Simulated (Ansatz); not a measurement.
For GaP (model structure, started from the NiAs type, P6₃/mmc, No. 194, 4 atoms in the cell), PBE-D3(BJ) (Ansatz, a program for electronic structure, plane waves, PAW) gives:

```
Quantity                  Result
------------------  ------------
lattice constant a       3.560 Å
c axis length            6.065 Å
cohesive energy     3.42 eV/atom
```

Question: What does r²SCAN (Ansatz, PAW) give for the same quantities?

Answer: 
- lattice constant a: 3.595 Å (grows by 1.0 %)
- lattice parameter c: 6.041 Å (drops by 0.4 %)
- cohesive energy: 3.10 eV/atom (decreases by 0.32 eV/atom)

Changes are worked out from the printed values.

Unless a cell is named, each level is at its own relaxed cell (PBE-D3(BJ) 16.64, r²SCAN 16.91 Å³/atom).

Ansatz's density-functional and Hartree–Fock values are scalar-relativistic unless marked +SOC, with PAW data made under PBE.

A model structure was made by putting elements into a prototype or built by hand; it is no filed structure, need not be a known phase, and can be a saddle point held by its symmetry.
